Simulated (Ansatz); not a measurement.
Output of an Ansatz run (abridged):

```
WARN ansatz: RAYON_NUM_THREADS=1 ignored (pool sized by the plan → 1); use --threads N
basis.fft_grid_basis auto: the FFT boxes are laid along the combinations [[1, 0, 1], [0, 1, 1], [0, 0, 1]] of the cell's own vectors, 3.354, 3.354 and 6.218 Å …
Pseudopotentials: kind: paw
Pseudopotential: Nb, paw, valence charge 13
Pseudopotential: P, paw, valence charge 5
Crystal: 4 atoms, lattice volume = 64.664 Å³
Basis set: ecut = 420 eV, 1247 PW (Γ), FFT grids on a1+a3, a2+a3, a3
Bands: 22, of which v1, the nominal top of the filled ones, is band 18 counted from 1 (17 counted from 0)
Symmetry: 8 space group operations
Space group: I41md (ITA 109), of the structure as read, at distance tolerance 4.0e-5 Å
k-points: 240 of 2744 (time reversal used)
PAW frozen core: Nb, regenerated for the run's functional, and the local potential with it
PAW frozen core: P, regenerated for the run's functional, and the local potential with it
Initial density: superposition of atomic densities (neutral atoms: chi_scale 0, normalization atom), corrected by the library's trained network
Initial wavefunctions: pseudopotential atomic-orbital guess
Eigensolver: davidson
Functional: x = slater, c = lda
SCF iter   1: F=—  HF=-10341.480535 eV  |F-HF|=—  |Δ(HF+E_count)|=         —  Δρ=9.77e-3  dr2=3.10e-2  ethr=1.77e-3  ⟨swp⟩=5.5  Hψ=25951  notcnv=0
all-band conjugate gradients solve this SCF's bands
preconditioner: auto → Kerker (q_TF=auto, 2.475 Å⁻¹)
SCF iter   2: F=—  HF=-10341.475526 eV  |F-HF|=—  |Δ(HF+E_count)|=   5.01e-3  S|Δr|=    0.00e0  Δρ=5.38e-3  dr2=9.03e-3  ethr=8.60e-5  ⟨swp⟩=1.1  Hψ=7217  notcnv=0
SCF iter   3: F=—  HF=-10341.473748 eV  |F-HF|=—  |Δ(HF+E_count)|=   1.78e-3  S|Δr|=    0.00e0  Δρ=6.97e-4  dr2=3.27e-4  ethr=2.51e-5  ⟨swp⟩=2.6  Hψ=7650  notcnv=0
SCF iter   4: F=—  HF=-10341.473661 eV  |F-HF|=—  |Δ(HF+E_count)|=   8.72e-5  S|Δr|=    0.00e0  Δρ=1.53e-4  dr2=1.61e-5  ethr=9.08e-7  ⟨swp⟩=2.4  Hψ=7740  notcnv=0
SCF iter   5: F=—  HF=-10341.473658 eV  |F-HF|=—  |Δ(HF+E_count)|=   3.50e-6  S|Δr|=    0.00e0  Δρ=2.63e-5  dr2=4.32e-7  ethr=4.46e-8  ⟨swp⟩=2.2  Hψ=7270  notcnv=0
SCF iter   6: F=-10341.473658 eV  HF=-10341.473658 eV  |F-HF|=1.79e-9  |Δ(HF+E_count)|=   5.20e-9  S|Δr|=    0.00e0  Δρ=4.42e-6  dr2=1.11e-8  ethr=2.78e-10  ⟨swp⟩=5.2  Hψ=21971  notcnv=0
SCF 1 converged in 6 iterations: F = -10341.473658 eV  dr2 = 1.11e-8
SCF converged after 6 iterations
Stability not checked (fill_not_monotonic)
Free energy (F): -10341.473658 eV
Harris-Foulkes:  -10341.473658 eV  (|F-HF|=1.79e-9)
Internal energy: -10341.473925 eV  (E = F + TS)
E sigma→0 (E₀):  -10341.473747 eV
Entropy (-TS):   0.000267 eV (0.067 meV/atom)
Fermi energy:    14.523066 eV
Step filling:    the computed levels leave a gap of 0.0379 eV = 0.4 smearing widths
--- Per-component energies (eV) ---
  E_band       = -156.971144
  E_kinetic    = 933.708554
  E_local      = -1746.902932  (includes V_loc(G=0)·N_el)
  E_nonlocal   = 316.739280
  E_hartree    = 563.751098
  E_xc         = -474.023079
  E_vxc        = -550.684389  (∫ρ·V_xc dr)
  E_paw        = -7009.785202  (= ΣΔE_a)
  E_vpaw       = -237.334766  (= ΣTr[D̂ρ^β])
  E_aug_tail   = 0.000020  (compensation charges beyond the density's cutoff)
  E_ewald      = -2926.047755
  E_core_change = 1.086092  (= ΣΔE_core)
  E_smearing   = 0.000267  (= −TS)
  E_closure    = -0.000000  (closes the sum)
  Σ components = -10341.473658   (vs F -10341.473658, Δ=0.00e0)
--- Forces (eV/Å), atoms counted from 1 ---
  atom   1  Nb    -0.00000000     0.00000000     0.01352467
  atom   2  Nb     0.00000000    -0.00000000     0.01352467
  atom   3  P     -0.00000000     0.00000000    -0.01351439
  atom   4  P      0.00000000    -0.00000000    -0.01351439
  max |Σ_I F_I| component: 2.06e-5 eV/Å
--- Stress (GPa, compression-positive) ---
      -10.158349       0.000000      -0.000000
        0.000000     -10.158349      -0.000000
       -0.000000       0.000000      -9.772027
  P = ⅓ Tr σ = -10.0296 GPa (-100.296 kbar)
  The stress holds the Pulay correction. Without it, at fixed plane waves, as pw.x and ABINIT print it: P = -10.0641 GPa
--- Band table (eV; the first three rows and the last of 240) ---
  k-point 0: bands = ["-40.2570", "-40.2217", "-16.5739", "-16.4033", "-16.3998", "-16.2569", "-16.2525", "-16.2019", "2.0346", "4.3126", "8.5057", "11.3175", "12.2062", "12.2802", "12.2956", "12.6652", "13.2131", "13.3360", "15.1383", "15.7830", [...]
  k-point 1: bands = ["-40.2509", "-40.2184", "-16.5561", "-16.4413", "-16.4270", "-16.2927", "-16.2809", "-16.2015", "2.4204", "4.4188", "8.7560", "10.8026", "11.5926", "11.8797", "11.9823", "12.7595", "13.5274", "13.6222", "14.8685", "15.1036", [...]
  k-point 2: bands = ["-40.2419", "-40.2139", "-16.5410", "-16.4931", "-16.4542", "-16.3390", "-16.3194", "-16.2072", "2.9758", "4.5209", "9.1857", "10.0935", "10.7761", "11.5324", "11.5965", "12.7515", "13.7583", "13.8959", "14.6359", "15.2672", [...]
  k-point 239: bands = ["-40.2404", "-40.2400", "-16.4227", "-16.3955", "-16.3947", "-16.3823", "-16.2452", "-16.2331", "2.9115", "2.9260", "10.4722", "10.5646", "11.5270", "11.7814", "11.8697", "12.2403", "13.7385", "14.0954", "15.4990", "16.0326", [...]
```

The structure:

```xyz
4
Lattice="-1.6771 1.6771 5.7476 1.6771 -1.6771 5.7476 1.6771 1.6771 -5.7476" Properties=species:S:1:pos:R:3 pbc="T T T"
Nb     0.0000     0.0000     8.6200
Nb     1.6771     0.0000     5.7462
P      0.0000     0.0000     3.8250
P      1.6771     0.0000     0.9512
```

### Question
What input produced this log?

### Answer
Other spellings and defaults could give the same log, and not every line can be read from it. The input that was run (DFT, LDA (PW92), plane waves, default PAW files made with PBE):

Ansatz 0.2 input:
```yaml
# NbP
crystal:
  lattice:
    - [-1.677102, 1.677102, 5.747572]
    - [1.677102, -1.677102, 5.747572]
    - [1.677102, 1.677102, -5.747572]
  atoms:
    - { symbol: Nb, position_ang: [-0.000000, 0.000000, 8.619979] }
    - { symbol: Nb, position_ang: [1.677102, 0.000000, 5.746193] }
    - { symbol: P, position_ang: [-0.000000, 0.000000, 3.825009] }
    - { symbol: P, position_ang: [1.677102, 0.000000, 0.951223] }
basis:
  ecutwfc: 420.0 eV
kpoints:
  mp_grid: { grid: [14, 14, 14], shift: [0.5, 0.5, 0.5] }
hamiltonian:
  xc: lda
  pseudopotentials: { kind: paw }
scf:
  occupations: { method: cold, width: 0.1 eV }
output:
  forces: true
  eigenvalues: true
  stress: true
```

The starting cell comes from a database of computed structures (which also holds hypothetical and non-ambient phases and stackings), without a prior relaxation at this level. Its lattice was rescaled by a random factor within 2.5 % of one. Spin polarisation is off. With a pressure of about -10 GPa the cell is away from its equilibrium volume at this level. Ansatz's pressure includes its estimate of the finite-basis (Pulay) stress.

Ansatz is a first-principles code.
